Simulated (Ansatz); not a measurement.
The parent structure is SnS₂ in the CdI2 type structure (space group P-3m1, No. 164; a = 3.669 Å, c = 5.808 Å; layered, stacked along the Cartesian z axis).

Levels (all Ansatz, a program for electronic structure, PAW, earlier PAW set): PBE-D3(BJ) (420 eV, no SOC); PBEsol-D3(BJ) (420 eV, no SOC).

Levels that relaxed their own cell: PBE-D3(BJ) and PBEsol-D3(BJ).

```tsv
level	band gap	lattice parameter a	lattice parameter c
PBE-D3(BJ)	1.27 eV	3.669 Å	5.808 Å
PBEsol-D3(BJ)	0.96 eV	3.626 Å	5.574 Å
```

Measured: band gap 2.18 eV (temperature not stated; as listed in Joseph M. Gonzalez, Ivan I. Oleynik, Phys. Rev. B (2016)); lattice parameter a 3.6456 Å (room temperature; as listed in de Lima et al., arXiv (2018)); lattice parameter c 5.8934 Å (room temperature; as listed in de Lima et al., arXiv (2018)).

Computed minus measured — band gap: PBE-D3(BJ) -0.91 eV, PBEsol-D3(BJ) -1.22 eV (closest: PBE-D3(BJ)); lattice parameter a: PBE-D3(BJ) +0.7 %, PBEsol-D3(BJ) -0.5 %; lattice parameter c: PBE-D3(BJ) -1.5 %, PBEsol-D3(BJ) -5.4 % (closest: PBE-D3(BJ)). Measured values not marked as corrected hold thermal and zero-point effects that the static-lattice runs lack. A miss this large can also come from another phase or magnetic state, or from a fault of the measured value. A measured gap can be an optical one, lowered by exciton binding. Levels without spin-orbit coupling miss its effect on the gap.

Stability against distortions was not tested.
